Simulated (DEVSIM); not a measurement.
Structure: abrupt InP n-p junction, at 300 K.

| layer (left to right) | material | thickness (μm) | Nd (cm⁻³) | Na (cm⁻³) | τn (s) | τp (s) |
|---|---|---|---|---|---|---|
| 1 | InP | 0.600 | 3e15 | - | 7.1e-10 | 7.1e-10 |
| 2 | InP | 140 | - | 2.1e16 | 7.1e-10 | 7.1e-10 |

Left contact: ohmic. Right contact: ohmic. Voltage is applied to the left contact. Recombination: SRH at mid-gap, Auger. Mobility is μmin + (μ − μmin)/(1 + (N/Nref)^α).

The device is made up for the run: typed textbook-type constants, with dimensions and the other settings drawn at random. Values at 300 K.

| parameter | InP |
|---|---|
| gap (eV) | 1.344 |
| affinity (eV) | 4.38 |
| permittivity | 12.5 |
| Nc (cm⁻³) | 5.7e17 |
| Nv (cm⁻³) | 1.1e19 |
| μn (cm²/Vs) | 5200 |
| μp (cm²/Vs) | 170 |
| μn,min | 400 |
| μp,min | 10 |
| Nref,n | 3e17 |
| Nref,p | 4.9e17 |
| αn | 0.47 |
| αp | 0.62 |
| Cn (cm⁶/s) | 9e-31 |
| Cp (cm⁶/s) | 9e-31 |

DEVSIM, 1D drift-diffusion, Boltzmann statistics, complete ionisation; no tunnelling, impact ionisation, image-force lowering or self-heating.

The doping Nd of layer 1 was swept, all else fixed.

| doping Nd of layer 1 (cm^-3) | potential step across the device at zero bias (V) | dark forward voltage at 1 A/cm² (V) | largest field in the device at zero bias (V/cm) |
|---|---|---|---|
| 9e13 | 0.956 | 0.803 | 16000 |
| 3e14 | 0.987 | 0.836 | 17000 |
| 9e14 | 1.015 | 0.866 | 20000 |
| 3e15 | 1.046 | 0.897 | 28000 |
| 9e15 | 1.075 | ___ | ___ |
| 3e16 | 1.106 | 0.930 | 61000 |
| 9e16 | 1.134 | 0.933 | 73000 |

Complete the blanks.


- 9e15, dark forward voltage at 1 A/cm² (V): 0.919
- 9e15, largest field in the device at zero bias (V/cm): 43000
